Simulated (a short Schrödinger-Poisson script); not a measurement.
Structure: MOS inversion layer, SiO2 on p-type Ge(111), at 300 K.

| layer | material | thickness (nm) | Na (cm⁻³) |
|---|---|---|---|
| 1 | SiO2 | 2.4 | - |
| 2 | Ge | 590 | 4.9e17 |

The device is made up for the run: typed textbook-type constants, with dimensions and the other settings drawn at random. SiO2: permittivity 3.9, conduction-band edge (eV) 3.1, gap (eV) 9, electron mass (mₑ) 0.5. Ge: permittivity 16, conduction-band edge (eV) 0, gap (eV) 0.664, Nv at 300 K (cm⁻³) 6e18.

Channel valleys (confinement mass, in-plane density-of-states mass, number): L1 1.59, 0.08, 1; L3 0.09, 0.34, 3. At the gate the conduction-band edge of layer 1 lies 3.22 eV − eVg above the Fermi level of the channel; the field vanishes at the back. Gaps are held at their typed values at every temperature. Mesh 0.03 nm at interfaces.

Solved with a short Schrödinger-Poisson script written for these runs: 1D Poisson equation in equilibrium, electrons quantum, Hartree (BenDaniel-Duke, 12 states a valley, the channel's in-plane mass for all, wave functions ending at the dielectric), parabolic valleys, classical holes, full ionisation, no traps, pinning or gate leakage.

The same stack at other levels of the model or other numerical settings:

```
run                                          sheet density of all electrons at Vg = 1.8 V (cm⁻²)  sheet density of all electrons at Vg = 0.6 V (cm⁻²)  capacitance at Vg = 1.8 V (μF/cm²)  centroid of the channel electrons at Vg = 1.8 V (nm)  rough cost against the base
-------------------------------------------  ---------------------------------------------------  ---------------------------------------------------  ----------------------------------  ----------------------------------------------------  ---------------------------
base                                                                                     9.92e12                                              1.24e12                                1.21                                                  1.98                      about 1
electrons treated as classical, Boltzmann                                                    ___                                                  ___                                1.39                                                  0.52                         0.04
electrons treated as classical, Fermi-Dirac                                              1.12e13                                              1.77e12                                1.30                                                  0.93                          0.2
mesh six times as coarse                                                                 9.93e12                                              1.24e12                                1.22                                                  1.97                          0.3
one subband a valley                                                                     9.77e12                                              1.19e12                                1.20                                                   ___                          0.5
```

Q: Some entries are withheld; supply them.

A: 
- one subband a valley, centroid of the channel electrons at Vg = 1.8 V (nm): 2.05
- electrons treated as classical, Boltzmann, sheet density of all electrons at Vg = 1.8 V (cm⁻²): 1.19e13
- electrons treated as classical, Boltzmann, sheet density of all electrons at Vg = 0.6 V (cm⁻²): 1.85e12

The classical rows ignore confinement, and Boltzmann statistics overrate the density once the band edge passes the Fermi level.

Only the L valleys are kept; under strong confinement the Δ valleys of Ge fill too.
